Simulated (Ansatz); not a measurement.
CaO (model structure, F-43m, No. 216, 2 atoms in the cell), treated with PBEsol (plane waves, PAW; Ansatz, a quantum-chemistry and plane-wave program).

Numerical settings: plane-wave cutoff 520 eV, 12×12×12 k mesh, Fermi–Dirac smearing 0.01 eV, scalar-relativistic PAW data made under PBE.

Cell (relaxed at this level):

```yaml
crystal:
  lattice:
    - [0.00000, 2.58989, 2.58989]
    - [2.58989, 0.00000, 2.58989]
    - [2.58989, 2.58989, 0.00000]
  atoms:
    - { symbol: Ca, position: [0.00000, 0.00000, 0.00000] }
    - { symbol: O, position: [0.25000, 0.25000, 0.25000] }
```

Question: Predict the band gap and smallest direct gap on the k points sampled.

Answer: 
- band gap: 3.27 eV (indirect)
- smallest direct gap on the k points sampled: 3.93 eV

Note: the relaxation could raise the start's symmetry but not lower it, so the cell can be a saddle point.

Computed values are for the static lattice.

A model structure was made by putting elements into a prototype or built by hand; it is no filed structure, need not be a known phase, and can be a saddle point held by its symmetry.
